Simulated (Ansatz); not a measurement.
Base system: BeS (space group P4/nmm, No. 129; a = 3.452 Å, c = 5.621 Å; a hypothetical phase, not in the database extracts checked; layered, stacked along the Cartesian z axis).

Levels (all Ansatz, a first-principles code, PAW): PBEsol (420 eV, no spin-orbit coupling); HSE06 (420 eV, no spin-orbit coupling).

Its gap is 3.39 eV with PBEsol and 4.48 eV with HSE06.

Perturbation: a hydrostatic pressure of 1.5 GPa.

With PBEsol the gap becomes 2.96 eV.

Q: If the HSE06 correction stayed the same, what would the HSE06 gap be, and what does the HSE06 run give?

A: A rigid correction of +1.09 eV gives 4.05 eV. The HSE06 run gives 4.04 eV, so the two effects roughly add.

Single points use the geometry relaxed with PBEsol. HSE06 was sampled on its mesh, a few special points and the semilocal edge points, so its gap is an upper bound. Load acts through the strain it causes; cell and atoms are relaxed under it. No phonon test of stability was made. The base started in Pnma and relaxed to P4/nmm at this level. No dispersion term is included in the PBEsol runs.
